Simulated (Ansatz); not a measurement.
**Cs2PtH6: pressure series**

The parent structure is Cs2PtH6 (space group Fm-3m, No. 225; a = 8.977 Å; a cell from a computed database, its experimental status unchecked).

Cell and atoms are relaxed at each pressure.

Level of theory: Ansatz (a first-principles code), r2SCAN, PAW, cutoff 500 eV, scalar-relativistic without spin-orbit coupling, earlier PAW set.

Notes on the quantities. enthalpy: H = E + PV relative to the base's energy.

| case | band gap | gap character | volume per atom | enthalpy |
|---|---|---|---|---|
| base | 4.24 eV | direct at X | 20.10 Å³ | – |
| pressure −2 GPa | 4.35 eV | direct at X | 26.30 Å³ | -0.28 eV/atom |
| pressure −1 GPa | 4.31 eV | direct at X | 21.92 Å³ | -0.13 eV/atom |
| pressure 1.8 GPa | 4.13 eV | direct at X | 18.17 Å³ | +0.21 eV/atom |
| pressure 4.2 GPa | 3.99 eV | direct at X | 16.61 Å³ | +0.47 eV/atom |
| pressure 9 GPa | 3.73 eV | direct at X | 14.74 Å³ | +0.94 eV/atom |
| pressure 18 GPa | 3.29 eV | – | 12.79 Å³ | +1.71 eV/atom |
| pressure 30 GPa | 2.73 eV | direct at W | 11.31 Å³ | +2.61 eV/atom |
| pressure 45 GPa | 2.14 eV | direct at W | 10.14 Å³ | +3.61 eV/atom |
| pressure 60 GPa | 1.63 eV | direct at W | 9.33 Å³ | +4.51 eV/atom |

Spin-orbit coupling, missing from the scalar runs, can matter with Pt. Load acts through the strain it causes; cell and atoms are relaxed under it. Stability against distortions was not tested. No other phases were tried under pressure.
